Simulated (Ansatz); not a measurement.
Method: PBE (plane waves to 420 eV, PAW; Ansatz, a program for electronic structure).

Planar average of the electrostatic potential across the slab, in eV from the Fermi level, for a constructed model of the (111) surface of fcc Au, p(2x2) layer of Pb, one a cell, on the site that continues the host's stacking (bottom of the slab: a bare face, its two planes held):

(z (Å), V (eV)): (3.67, 5.16); (3.95, 5.16); (4.24, 5.16); (4.52, 5.16); (4.80, 5.15); (5.08, 5.14); (5.37, 5.12); (5.65, 5.08); (5.93, 4.99); (6.21, 4.80); (6.50, 4.36); (6.78, 3.36); (7.06, 0.99); (7.34, -4.96); (7.63, -11.85); (7.91, -15.56); (8.19, -15.60); (8.47, -11.99); (8.75, -5.32); (9.04, 0.04); (9.32, 0.84); (9.60, -2.29); (9.88, -9.15); (10.17, -14.53); (10.45, -16.30); (10.73, -14.52); (11.01, -9.13); (11.30, -2.30); (11.58, 0.72); (11.86, -0.31); (12.14, -5.91); (12.43, -12.50); (12.71, -15.92); (12.99, -15.75); (13.27, -11.98); (13.56, -5.23); (13.84, -0.02); (14.12, 0.65); (14.40, -2.80); (14.69, -9.72); (14.97, -14.81); (15.25, -16.28); (15.53, -14.21); (15.81, -8.56); (16.10, -1.85); (16.38, 0.83); (16.66, -0.42); (16.94, -6.21); (17.23, -12.71); (17.51, -15.97); (17.79, -15.64); (18.07, -11.68); (18.36, -4.83); (18.64, 0.28); (18.92, 1.09); (19.20, -1.67); (19.49, -8.37); (19.77, -14.06); (20.05, -16.17); (20.33, -14.73); (20.62, -9.65); (20.90, -2.73); (21.18, 0.95); (21.46, 0.87); (21.75, -0.54); (22.03, -1.41); (22.31, -1.68); (22.59, -1.48); (22.88, -0.45); (23.16, 1.42); (23.44, 2.66); (23.72, 3.14); (24.00, 3.38); (24.29, 3.50); (24.57, 3.56); (24.85, 3.59); (25.13, 3.61); (25.42, 3.61); (25.70, 3.62); (25.98, 3.62); (26.26, 3.62); (26.55, 3.62)

Model: 25-atom slab, 14.4 Å thick at the start, 8x8x1 mesh, Fermi-Dirac 0.1 eV, dipole correction, 8 atoms held, the rest relaxed; held to the start's symmetry, so lower structures may exist; no spin, no spin-orbit, no U. It is one candidate, not shown to be the stable structure of the face.

**Question.** The surface cell has an area of 29.93 Å². What dipole along the normal does the step between the two vacuum levels imply?

**Answer.** the top vacuum level lies 1.54 eV below the bottom one; p = −ε₀ A ΔV (ε₀ = 0.005526 e/(V·Å)) gives 0.25 e·Å a cell.
